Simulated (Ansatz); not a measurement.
# BeS under a change: tensor shear ε_xy = +1.71 %

Take BeS in the zinc blende structure (space group F-43m, No. 216; a = 4.796 Å) as the base. Axes: x, y, z lie along the cube axes.

Modification: tensor shear ε_xy = +1.71 % (engineering shear γ = 0.0342), atoms relaxed at fixed cell.

Method: plane-wave PAW DFT at the LDA level (Ansatz, a quantum-chemistry and plane-wave program, 420 eV), without spin-orbit coupling. Settings: 12×12×12 k-points, 0.05 eV Fermi–Dirac smearing.

```tsv
quantity	base	changed	shift
volume per atom	13.79 Å³	13.79 Å³	0.00 Å³
space group	F-43m (No. 216)	Imm2 (No. 44)	–
shortest interatomic distance	2.077 Å	2.065 Å	-0.012 Å
energy relative to the base (free energy F)	0 meV/atom	+4.4 meV/atom	+4.4 meV/atom
pressure (mean of the normal stresses, compression positive)	0.00 GPa	0.06 GPa	+0.06 GPa
band gap	2.82 eV	2.64 eV	-0.18 eV
gap character	–	indirect, Γ → X	–
valence-band top at Γ (three highest levels, from the VBM)	0.00, 0.00, 0.00 eV	0.00, -0.16, -0.28 eV	–
stress (xx, yy, zz, yz, xz, xy; compression positive)	–	(0.10, 0.10, -0.02, 0.00, 0.00, -2.98) GPa	–
```

Final structure:

```xyz
2
Lattice="0.0410 2.3982 2.3982 2.3982 0.0410 2.3982 2.4392 2.4392 0.0000" Properties=species:S:1:pos:R:3 pbc="T T T"
Be     0.0000     0.0000     0.0098
S      1.2196     1.2196     1.1893
```

The cells carry an imposed strain or load. Stability against distortions was not tested. k-point labels follow each cell's own Brillouin zone.
